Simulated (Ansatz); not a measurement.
An Ansatz (a program for electronic structure) input (DFT with PBEsol, PAW potentials and a 420 eV plane-wave cutoff in Ansatz, no spin-orbit coupling):

Ansatz 0.2 input:
```yaml
crystal:
  lattice:
    - [4.4534673414, 0, 0]
    - [0, 4.4534673414, 0]
    - [0, 0, 2.8508764527]
  atoms:
    - { symbol: Ti, position: [0, 0, 0] }
    - { symbol: Ti, position: [0.5, 0.5, 0.5] }
    - { symbol: O, position: [0.3044401148, 0.3044401148, 0] }
    - { symbol: O, position: [0.8044401148, 0.1955598852, 0.5] }
    - { symbol: O, position: [0.1955598852, 0.8044401148, 0.5] }
    - { symbol: O, position: [0.6955598852, 0.6955598852, 0] }
basis: { ecutwfc: 420, ecutrho_ratio: 4, xc_grid: 2, fft_grid_basis: typed }
kpoints: { mp_grid: { grid: [7, 7, 11] } }
hamiltonian:
  xc: pbesol
  dispersion: none
  pseudopotentials: { kind: paw }
scf: { occupations: { method: fermi_dirac, width: 0.05 }, convergence: { dr2_threshold: 0.0000000006 } }
relax: { f_tol: 0.005, max_steps: 50 }
output: { forces: true, stress: true }
checkpoint: { write: state.ck, write_every: 1000 }
```

Problem. Which symmetry and how many k-points will the program report, and about how many plane waves at Γ?

Solution. Space group P42/mnm (ITA 136) with 16 operations, k-points 60 of 539, and 1105 plane waves at Γ.

Problem. And the final pressure?

Solution. 26.16 GPa (compression positive).

The cells carry an imposed strain or load. Stability against distortions was not tested. The final runs are not spin-polarised. The cell was made from TiO2 in the rutile structure (space group P4_2/mnm, No. 136) by this change: isotropic strain −3.00 %.
